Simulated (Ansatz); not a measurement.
System: SiI4 (Pa-3, No. 205). Method: r²SCAN+rVV10 (plane waves, PAW; Ansatz, an electronic-structure program).

Run with plane-wave cutoff 560 eV, 4×4×4 k mesh, Fermi–Dirac smearing 0.01 eV, scalar-relativistic PAW data made under PBE.

Computed at the level's own relaxed cell.

Task: Give the computed band gap and lattice parameter a.

Result: 
* **band gap**: 3.05 eV
* **lattice parameter a**: 11.849 Å

Spin–orbit coupling is not included; with these elements it can move the gap by several tenths of an eV or more.

Computed values are for the static lattice.
